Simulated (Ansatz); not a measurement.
Consider AlN (space group Pm-3n, No. 223; a = 5.344 Å; a hypothetical phase, not in the database extracts checked). Axes: x, y, z lie along the cube axes.

Structures relaxed with plane-wave PAW DFT at the PBEsol level (Ansatz, an electronic-structure program, 420 eV), no spin-orbit coupling.

Base:

Simulated powder pattern, Cu Kα1, λ = 1.54056 Å (kinematic, ideal powder, no thermal factors, no anomalous dispersion; the 10 strongest lines at most, above 2 %, up to 2θ = 90°):

```tsv
2θ (°)	I/Imax (%)	hkl
23.52	100	(110)
33.51	18	(200)
37.61	24	(210)
41.35	38	(211)
48.12	12	(220)
54.24	15	(310)
59.91	33	(222)
65.28	17	(321)
70.42	14	(400)
75.41	7.8	(330)
```

The change: biaxial strain +1.09 %, plane normal [111], relaxed out of plane (Cartesian); in-plane vectors clamped, the third vector and the atoms free.

Predict the new powder pattern.


Simulated powder pattern, Cu Kα1, λ = 1.54056 Å (kinematic, ideal powder, no thermal factors, no anomalous dispersion; the 10 strongest lines at most, above 2 %, up to 2θ = 90°):

```json
[
 {"2θ (°)": "23.27", "d (Å)": "3.820", "I/Imax (%)": "97", "hkl": "(1 0 -1)"},
 {"2θ (°)": "23.64", "d (Å)": "3.760", "I/Imax (%)": "100", "hkl": "(110)"},
 {"2θ (°)": "33.41", "d (Å)": "2.680", "I/Imax (%)": "36", "hkl": "(200)"},
 {"2θ (°)": "37.25", "d (Å)": "2.412", "I/Imax (%)": "24", "hkl": "(2 0 -1)"},
 {"2θ (°)": "37.73", "d (Å)": "2.382", "I/Imax (%)": "23", "hkl": "(210)"},
 {"2θ (°)": "40.89", "d (Å)": "2.205", "I/Imax (%)": "17", "hkl": "(1 1 -2)"},
 {"2θ (°)": "41.11", "d (Å)": "2.194", "I/Imax (%)": "39", "hkl": "(2 1 -1)"},
 {"2θ (°)": "41.78", "d (Å)": "2.160", "I/Imax (%)": "18", "hkl": "(211)"},
 {"2θ (°)": "59.37", "d (Å)": "1.555", "I/Imax (%)": "50", "hkl": "(2 2 -2)"},
 {"2θ (°)": "70.18", "d (Å)": "1.340", "I/Imax (%)": "29", "hkl": "(400)"}
]
```

The indices refer to the base's conventional cell; one index is shown for lines that coincide. The space group is now R-3c (No. 167).

Whether these cells are dynamically stable was not tested.
